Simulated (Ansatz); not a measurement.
Ag₃AsS₃ (C2/c, No. 15, 28 atoms in the cell; start mp-561620; a measured phase of this formula has another space group) was calculated with PBEsol in Ansatz (PAW).

Numerical settings: plane-wave cutoff 520 eV, 6×6×4 k mesh (along the axes of the cell as run), Fermi–Dirac smearing 0.01 eV, no spin polarisation, scalar-relativistic PAW data made under PBE.

Cell (relaxed with PBEsol):

Ag3AsS3 has the monoclinic space group C2/c (No. 15), Pearson symbol mS56. Lattice parameters: a = 11.8155 Å, b = 6.3351 Å, c = 16.3954 Å, α = 90.00°, β = 110.40°, γ = 90.00°. Ag1 on 8f has 3 S at 2.424–2.541 Å (trigonal planar). Ag2 on 8f sees 3 S at 2.453–2.499 Å and 1 S at 2.994 Å. Ag3 on 8f is coordinated by 2 S at 2.429–2.484 Å and 1 S at 2.668 Å and 1 S at 3.071 Å. As on 8f is coordinated by 3 S at 2.275–2.317 Å (trigonal pyramidal). S1 on 8f sees 1 As at 2.317 Å and 3 Ag at 2.429–2.471 Å and 1 Ag at 3.071 Å. S2 on 8f sees 1 As at 2.275 Å and 2 Ag at 2.470–2.541 Å and 1 Ag at 2.668 Å and 1 Ag at 2.994 Å. S3 on 8f sees 1 As at 2.284 Å and 3 Ag at 2.424–2.499 Å (tetrahedral). (Neighbours: up to the widest gap in distance over summed covalent radii, below 1.35, at either atom; cation-cation and far metal-metal contacts left out.)
(The calculation used a cell of 28 atoms; values per cell refer to that cell.)

Question: What does this level give for the band gap and smallest direct gap on the k points sampled?

Answer: 
- band gap = 1.38 eV
- smallest direct gap on the k points sampled = 1.50 eV

Spin–orbit coupling is not included.

Computed values are for the static lattice.

A start named mp-… is a Materials Project structure, which need not be a measured phase.

Ansatz is a program for electronic structure.
